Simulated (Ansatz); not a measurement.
Consider ZnS in the wurtzite structure (space group P6_3mc, No. 186; a = 3.738 Å, c = 6.143 Å). Axes: x lies along a and z along c of the hexagonal cell.

Method: LDA/PAW in Ansatz (a quantum-chemistry and plane-wave program), scalar-relativistic without spin-orbit coupling.

Base values:

| Item | Result |
|---|---|
| Electron mass | 0.15 mₑ along c, 0.18 mₑ across (at Γ) |
| Valence-band top at Γ | 0.00, 0.00, -0.10 eV |
| Band gap | 2.19 eV |
| Gap character | direct at Γ |

Modification: uniaxial strain ε_zz = +2.40 %, all other strain components held at zero; the atoms relax in the strained cell.

Predict the new electron mass.

The electron mass goes from 0.15 mₑ along c, 0.18 mₑ across (at Γ) to 0.14 mₑ along z, 0.18 mₑ across (at Γ).

Estimate the effect on the valence-band top at Γ.

The valence-band top at Γ (three highest levels, from the VBM) changes from 0.00, 0.00, -0.10 eV to 0.00, 0.00, -0.23 eV.

What happens to the band gap?

The band gap falls by 0.19 eV to 2.00 eV.

Predict the new gap character.

The gap character is still direct at Γ.

Effective masses come from finite differences of ±0.01 Å⁻¹. No phonon test of stability was made.
